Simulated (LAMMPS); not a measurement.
Consider ZnO (wurtzite), 432 atoms, at 2700 K and 0 GPa, heated as the crystal in molecular dynamics.

All values are model results, not measurements: classical MD, Buckingham potential of Lewis and Catlow, J. Phys. C 18, 1149 (1985), first set, used with rigid ions (no shells), PPPM sums, short-range terms cut at 10 Å, modified for these runs by an r^-4 repulsive force inside the short-range force's maximum; code LAMMPS.

```
Item                                                                                  Value
---------------------------------------  --------------------------------------------------
state found                                             crystal; no diffusion seen in 21 ps
density                                                                 5.341 ± 0.009 g/cm³
volume per atom                                                             12.65 ± 0.02 Å³
enthalpy per atom                                                        -19.192 ± 0.002 eV
first peak of g(r), O-Zn                                                 1.91 Å, height 4.0
most common Zn-O-Zn angle                in the 3° bin centred on 106.5° (mean of all 108°)
mean frequency of the velocity spectrum                                            10.0 THz
cost                                                  about 6 core-minutes (a rough figure)
```

Potential: Lewis and Catlow, J. Phys. C 18, 1149 (1985), first set; O-O C6 of 27.879 eV Å6 from the Catlow library, as the file leaves it open.

Caution: the potential ionic pair potential lewis1985a is fitted to static crystal properties with a polarisable anion, which is rigid here. Caution: this crystal lies over the measured melting point of 2247 K (one source, unchecked), so it is superheated or the potential melts high.

States go by the mean squared displacement: a species diffuses where it passes 1.5 Å², still rises and gives D over 1e-6 cm²/s; a crystal has left its structure where atoms lie 0.35 Å off their sites on average or a cubic box changes its shape by 3 %.

Uncertainties are statistical and leave out the potential's own error.
